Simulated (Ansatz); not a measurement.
The reference is SrAs2O6 (space group P-31m, No. 162; a = 4.886 Å, c = 5.428 Å; a cell from a computed database, its experimental status unchecked).

The values are results of DFT with PBEsol, PAW potentials and a 420 eV plane-wave cutoff in Ansatz (a quantum-chemistry and plane-wave program), no spin-orbit coupling, earlier PAW set, not measurements.

Before the change:

| Item | Value |
|---|---|
| Band gap | 3.62 eV |
| Pressure | 0.00 GPa |
| Smallest direct gap | 3.91 eV |
| Gap character | indirect, K–Γ (43 % along) → Γ |

The change: the cell is scaled by 0.9964 in all directions; the atoms relax in the strained cell.

Task: What happens to the energy relative to the base?

Result: The energy goes up by 0.6 meV/atom.

Task: Estimate the effect on the band gap.

Result: The band gap grows by 0.097 eV (3.62 eV → 3.71 eV).

Task: What does the calculation give for the pressure after the change?

Result: The pressure (mean of the normal stresses, compression positive) goes from zero to 1.41 GPa.

Task: What does the calculation give for the smallest direct gap after the change?

Result: The smallest direct gap rises by 0.10 eV to 4.01 eV.

Task: How does this affect the gap character?

Result: The gap character stays indirect, K–Γ (43 % along) → Γ.

Whether these cells are dynamically stable was not tested.
